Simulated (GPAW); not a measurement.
# σxx against uniaxial strain in rock-salt HfC (space group 225): C11 (GPAW, PBEsol)

```yaml
crystal:
  lattice:
    - [0.00000, 2.30857, 2.30857]
    - [2.27394, 0.00000, 2.30857]
    - [2.27394, 2.30857, 0.00000]
  atoms:
    - { symbol: Hf, position: [0.00000, 0.00000, 0.00000] }
    - { symbol: C, position: [0.50000, 0.50000, 0.50000] }
```

Computed with PBEsol, GPAW PAW datasets PBEsol (made by gpaw-setup) (plane waves; GPAW). Settings: mode = pw; ecut = 1040 eV; xc = PBEsol; kpts = 24 24 24; mesh shift (steps) = 0 0 0; occupations.name = fermi-dirac; occupations.width = 0.05 eV; nbands = -10; convergence.density = 1e-06 e/electron; convergence.energy = 1e-06 eV/electron; symmetry.symmorphic = false; symmetry.tolerance = 0.0005; maxiter = 100. The cell above is the first row's. The rows stretch one cube axis (x) by the strain ε and hold the other two. Stress is positive in tension. In all rows fractional positions and the k mesh are held.

| ε (%) | σxx (GPa) |
|---|---|
| -1.5 | -8.83 |
| -1.0 | -5.70 |
| -0.5 | -2.73 |
| 0.0 | 0.09 |
| 0.5 | 2.76 |
| 1.0 | 5.29 |
| 1.5 | 7.69 |
| 2.0 | ? |

Taking a parabola for σxx over the 7 complete rows: Least squares gives σxx = 0.089 + 5.5021·ε - 0.2929·ε². Residuals (row less fit): -0.007, 0.006, 0.005, 0.001, -0.007, -0.008, 0.007; standard error 0.008 (degrees of freedom: 4). The slope at ε = 0, 5.5021 GPa per cent, gives C11 ≈ 100 × 5.5021 = 550 GPa, for the static lattice.

Task: Predict the withheld σxx at ε = 2.0 from the fit, and compare with the calculation.

Result: σxx = 0.089 + 5.5021 × 2.0 - 0.2929 × 2.0² = 9.922 GPa. The calculation gives 9.95 GPa, 0.028 GPa above the prediction (0.1 % of the range of σxx in the table). The row lies outside the fitted rows, so this is an extrapolation. From the scatter of the fitted rows alone, a prediction at this place has a standard error of 0.015 GPa, so the miss is 1.8 times that.

Carrying the step between the two nearest rows on in a straight line would have given 10.09, off by 0.14; series whose last step already gives the withheld value aren't shown. The reference cell has the volume at which an earlier scan in this program and functional put its minimum by a fit. The runs keep the symmetry of the cell, so they don't test it for distortions. The unstrained cell stands at a pressure of -0.09 GPa, and the constants belong to that pressure. By symmetry this strain leaves no force on the atoms; the largest in the rows is 0.000 eV/Å. Spin-orbit coupling is off. Without a gap such slopes are sensitive to mesh and smearing. Cutoffs and mesh are single choices, not tested for convergence of this quantity. Series with a scatter that would blur these digits, or in which a gap closes, are not shown. Strain series were run only where this level's volume lies within 10 % of a first guess from the measured size.
